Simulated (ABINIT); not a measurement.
## Input and output of a self-consistent single point for TaSi2 (P6_222, 9 atoms in the cell) (ABINIT)

Computed with LDA (PW92), PAW (JTH v2.0 LDA PAW) (plane waves; ABINIT).

Input as run:

```
# TaSi2, JTH v2.0 LDA PAW
pp_dirpath "./"
pseudos "Ta.LDA_PW-JTH.xml, Si.LDA_PW-JTH.xml"
acell 4.6789802634 4.6789802634 6.3988070000 Angstrom
rprim
         1.0000000000   -0.0000000131    0.0000000000
        -0.4999999887    0.8660254103    0.0000000000
         0.0000000000    0.0000000000    1.0000000000
natom 9
ntypat 2
znucl 73 14
typat 1 1 1 2 2 2 2 2 2
xred
         0.0000000000    0.5000000000    0.1666666667
         0.5000000000    0.0000000000    0.5000000000
         0.5000000000    0.5000000000    0.8333333333
         0.8413850000    0.6827700000    0.5000000000
         0.1586150000    0.8413850000    0.8333333333
         0.3172300000    0.1586150000    0.1666666667
         0.1586150000    0.3172300000    0.5000000000
         0.8413850000    0.1586150000    0.8333333333
         0.6827700000    0.8413850000    0.1666666667
ecut 40 Ry
pawecutdg 80 Ry
pawxcdev 0
ixc 7
occopt 7
tsmear 0.00734986
nband 41
kptopt 1
ngkpt 5 5 3
nshiftk 1
shiftk 0 0 0
nstep 100
tolvrs 1.0e-10
prtwf 0
prtden 0
enunit 2
```

The program printed (abridged):

```
 Symmetries : space group P6_2 2 2 (#180); Bravais hP (primitive hexag.)

 -outvars: echo values of preprocessed input variables --------
            acell      8.8419912790E+00  8.8419912790E+00  1.2091992807E+01 Bohr
             ecut      2.00000000E+01 Hartree
           enunit           2
              ixc           7
         kptrlatt        5    0    0      0    5    0      0    0    3
          kptrlen      3.62759784E+01
            natom           9
            nband          41
            ngfft          36      36      50
          ngfftdg          54      54      72
             nkpt          10
            nstep         100
             nsym          12
           ntypat           2
           occopt           7
        pawecutdg      4.00000000E+01 Hartree
         pawxcdev           0
            rprim      1.0000000000E+00 -1.3100000000E-08  0.0000000000E+00
                      -4.9999998870E-01  8.6602541030E-01  0.0000000000E+00
                       0.0000000000E+00  0.0000000000E+00  1.0000000000E+00
          spgroup         180
           tolvrs      1.00000000E-10
           tsmear      7.34986000E-03 Hartree
            typat      1  1  1  2  2  2  2  2  2
           useylm           1
             xred     -9.2518585385E-18  5.0000000000E-01  1.6666666667E-01
                       5.0000000000E-01  0.0000000000E+00  5.0000000000E-01
                       5.0000000000E-01  5.0000000000E-01  8.3333333333E-01
                       8.4138500000E-01  6.8277000000E-01  5.0000000000E-01
                       1.5861500000E-01  8.4138500000E-01  8.3333333333E-01
                       3.1723000000E-01  1.5861500000E-01  1.6666666667E-01
                       1.5861500000E-01  3.1723000000E-01  5.0000000000E-01
                       8.4138500000E-01  1.5861500000E-01  8.3333333333E-01
                       6.8277000000E-01  8.4138500000E-01  1.6666666667E-01
            znucl       73.00000   14.00000

== DATASET  1 ==================================================================

 Exchange-correlation functional for the present dataset will be:
  LDA: Perdew-Wang 92 LSD fit to Ceperley-Alder data - ixc=7
 Citation for XC functional:
  J.P.Perdew and Y.Wang, PRB 45, 13244 (1992)

 Real(R)+Recip(G) space primitive vectors, cartesian coordinates (Bohr,Bohr^-1):
 R(1)=  8.8419913 -0.0000001  0.0000000  G(1)=  0.1130967  0.0652964  0.0000000
 R(2)= -4.4209955  7.6573891  0.0000000  G(2)=  0.0000000  0.1305928  0.0000000
 R(3)=  0.0000000  0.0000000 12.0919928  G(3)=  0.0000000  0.0000000  0.0826994
 Unit cell volume ucvol=  8.1870733E+02 bohr^3
 Angles (23,13,12)=  9.00000000E+01  9.00000000E+01  1.20000000E+02 degrees

 Coarse grid specifications (used for wave-functions):

 getcut: wavevector=  0.0000  0.0000  0.0000  ngfft=  36  36  50
         ecut(hartree)=     20.000   => boxcut(ratio)=   2.02242

 Fine grid specifications (used for densities):

 getcut: wavevector=  0.0000  0.0000  0.0000  ngfft=  54  54  72
         ecut(hartree)=     40.000   => boxcut(ratio)=   2.09141

   1.57827709E+04                                ecore*ucvol(ha*bohr**3)

_setup2: Arith. and geom. avg. npw (full set) are    3500.173    3500.164

--- !BeginCycle
solver: {iscf: 17, nstep: 100, nline: 4, wfoptalg: 10, }
tolerances: {tolvrs: 1.00E-10, }
...

     iter   Etot(hartree)      deltaE(h)  residm     nres2
 ETOT  1  -199.10438795558    -1.991E+02 1.253E+00 4.064E+00
 ETOT  2  -202.04227847954    -2.938E+00 4.175E-02 2.086E+00
 ETOT  3  -202.03760867678     4.670E-03 1.757E-02 2.489E-01
 ETOT  4  -202.04083374274    -3.225E-03 9.037E-03 4.032E-02
 ETOT  5  -202.04206095676    -1.227E-03 3.962E-03 8.680E-03
 ETOT  6  -202.04242946022    -3.685E-04 2.830E-03 7.941E-03
   [... 19 lines left out ...]
 ETOT 26  -202.04282703590    -3.765E-09 8.945E-05 1.280E-08
 ETOT 27  -202.04282703796    -2.052E-09 5.745E-05 1.146E-09
 ETOT 28  -202.04282703915    -1.191E-09 6.084E-05 6.288E-10
 ETOT 29  -202.04282703987    -7.213E-10 3.849E-05 4.630E-10
 ETOT 30  -202.04282704031    -4.443E-10 4.061E-05 6.867E-11

 At SCF step   30       nres2   =  6.87E-11 < tolvrs=  1.00E-10 =>converged.

 Cartesian components of stress tensor (hartree/bohr^3)
  sigma(1 1)= -2.78165408E-04  sigma(3 2)=  0.00000000E+00
  sigma(2 2)= -2.78165406E-04  sigma(3 1)=  0.00000000E+00
  sigma(3 3)= -3.83463718E-04  sigma(2 1)=  1.20725139E-12

 ----iterations are completed or convergence reached----

 reduced coordinates (array xred) for    9 atoms
      -0.000000000000      0.500000000000      0.166666666667
       0.500000000000      0.000000000000      0.500000000000
       0.500000000000      0.500000000000      0.833333333333
       0.841385000000      0.682770000000      0.500000000000
       0.158615000000      0.841385000000      0.833333333333
       0.317230000000      0.158615000000      0.166666666667
       0.158615000000      0.317230000000      0.500000000000
       0.841385000000      0.158615000000      0.833333333333
       0.682770000000      0.841385000000      0.166666666667
 cartesian forces (eV/Angstrom) at end:
    1      0.00000000000000     0.00000000000000    -0.00000000000000
    2      0.00000000000000     0.00000000000000     0.00000000000000
    3      0.00000000000000     0.00000000000000     0.00000000000000
    4     -0.00000000099615    -0.07604170787115     0.00000000000000
    5      0.06585405026288    -0.03802085479485     0.00000000000000
    6      0.06585405125903     0.03802085307631    -0.00000000000000
    7      0.00000000099615     0.07604170787115     0.00000000000000
    8     -0.06585405026288     0.03802085479485     0.00000000000000
    9     -0.06585405125903    -0.03802085307631    -0.00000000000000
 frms,max,avg= 3.5846405E-02 7.6041708E-02   0.000E+00  0.000E+00  0.000E+00 e/A
 length scales=  8.841991279003  8.841991279003 12.091992807192 bohr
              =  4.678980263400  4.678980263400  6.398807000000 angstroms
 Fermi (or HOMO) energy (hartree) =   0.28214   Average Vxc (hartree)=  -0.46223
 Eigenvalues (hartree) for nkpt=  10  k points:
 kpt#   1, nband= 41, wtk=  0.01333, kpt=  0.0000  0.0000  0.0000 (reduced coord)
  -2.19464   -2.19383   -2.19383   -0.97298   -0.97298   -0.97241   -0.96989   -0.96989
  -0.96520   -0.96516   -0.96423   -0.96423   -0.22653   -0.09766   -0.09766    0.02735
   0.05696    0.05696    0.06220    0.06220    0.10196    0.13447    0.13447    0.15098
   0.18709    0.18709    0.18829    0.18829    0.19173    0.19800    0.19800    0.23161
   0.31123    0.40045    0.40045    0.42208    0.42408    0.42819    0.43649    0.43649
   0.44743
      occupation numbers for kpt#   1
   2.00000    2.00000    2.00000    2.00000    2.00000    2.00000    2.00000    2.00000
   2.00000    2.00000    2.00000    2.00000    2.00000    2.00000    2.00000    2.00000
   2.00000    2.00000    2.00000    2.00000    2.00000    2.00000    2.00000    2.00000
   2.00000    2.00000    2.00000    2.00000    2.00000    2.00000    2.00000    2.00000
   0.00000    0.00000    0.00000    0.00000    0.00000    0.00000    0.00000    0.00000
   0.00000
 prteigrs : prtvol=0 or 1, do not print more k-points.

 Fermi (or HOMO) energy (eV) =   7.67737   Average Vxc (eV)= -12.57792
 Eigenvalues (   eV  ) for nkpt=  10  k points:
 kpt#   1, nband= 41, wtk=  0.01333, kpt=  0.0000  0.0000  0.0000 (reduced coord)
 -59.71913  -59.69712  -59.69712  -26.47617  -26.47617  -26.46071  -26.39207  -26.39207
 -26.26437  -26.26335  -26.23805  -26.23805   -6.16417   -2.65757   -2.65757    0.74425
   1.54996    1.54996    1.69249    1.69249    2.77450    3.65922    3.65922    4.10828
   5.09101    5.09101    5.12377    5.12377    5.21722    5.38785    5.38785    6.30251
   8.46907   10.89686   10.89686   11.48526   11.53989   11.65170   11.87747   11.87747
  12.17520
 prteigrs : prtvol=0 or 1, do not print more k-points.

--- !EnergyTerms
comment             : Components of total free energy in Hartree
kinetic             :  2.86787748134222E+01
hartree             :  3.45222903224211E+01
xc                  : -3.93989806671588E+01
Ewald energy        : -1.68015637759339E+02
psp_core            :  1.92776715915747E+01
local_psp           : -3.92798874056364E+01
spherical_terms     : -3.78245846309670E+01
internal            : -2.02040353735683E+02
'-kT*entropy'       : -2.47419589814853E-03
total_energy        : -2.02042827931581E+02
total_energy_eV     : -5.49786494700618E+03
...

-Cartesian components of stress tensor (GPa)         [Pressure=  9.2166E+00 GPa]
- sigma(1 1)= -8.18390748E+00  sigma(3 2)=  0.00000000E+00
- sigma(2 2)= -8.18390743E+00  sigma(3 1)=  0.00000000E+00
- sigma(3 3)= -1.12818902E+01  sigma(2 1)=  3.55185561E-08

 Calculation completed.
```

The run converged in 30 iterations.

The starting cell comes from a database of computed structures (which also holds hypothetical and non-ambient phases and stackings), without a prior relaxation at this level. Its lattice was rescaled by a random factor within 2.5 % of one. Spin polarisation is off. With a pressure of about 9 GPa the cell is away from its equilibrium volume at this level.

Cost on one core of a shared machine: roughly 2 min.
